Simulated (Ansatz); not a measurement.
Consider BaTiO$_{3}$ in the cubic perovskite structure (space group Pm-3m, No. 221; a = 3.9940 Å).

The values are results of r2SCAN (Ansatz, a first-principles code; PAW; 500 eV plane waves; no spin-orbit coupling), not measurements.

One change was made to it. Results:

| quantity | base | after |
|---|---|---|
| lattice parameter a | 3.994 Å | 4.178 Å |
| band gap | 2.17 eV | zero |

Task: What was done to the base?
A. Ti → Zr
B. Ti → Hf
C. Ti → Sc

Result: C, Ti → Sc. For comparison, the band gap in the other runs: Ti → Hf gives 4.19 eV; Ti → Zr gives 3.73 eV.

Other magnetic orders, which the real material may have, were not ruled out. Spin-orbit coupling, missing from the scalar runs, can matter with Hf. Stability against distortions was not tested. For BaScO3 in this form, whether it has been made was not checked. Spin-polarised in the final run: BaScO3; the other runs are not. Many cubic perovskites are stable only at high temperature; tilts and polar distortions were not tested. This is not the structure that BaTiO3 has at room temperature and ambient pressure.
